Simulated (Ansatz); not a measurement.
A computed series for CdS: pressure series

The parent structure is CdS in the zinc blende structure (space group F-43m, No. 216; a = 5.8778 Å).

Cell and atoms are relaxed at each pressure.

Calculations: r2SCAN, PAW, 500 eV (Ansatz, a first-principles code; no spin-orbit coupling).

Candidates:
(a) pressure 100 GPa
(b) pressure −2 GPa
(c) pressure 50 GPa

Before the change:

| Item | Result |
|---|---|
| Band gap | 1.54 eV |

Order them by band gap, lowest first.

(b) pressure −2 GPa (1.46 eV), (c) pressure 50 GPa (2.21 eV), (a) pressure 100 GPa (2.32 eV)

Load acts through the strain it causes; cell and atoms are relaxed under it. No phonon test of stability was made. Tetrahedral semiconductors of this kind turn to denser phases somewhere between about 1 and 50 GPa; those were not computed, so compressed cells here can lie past the real transition.
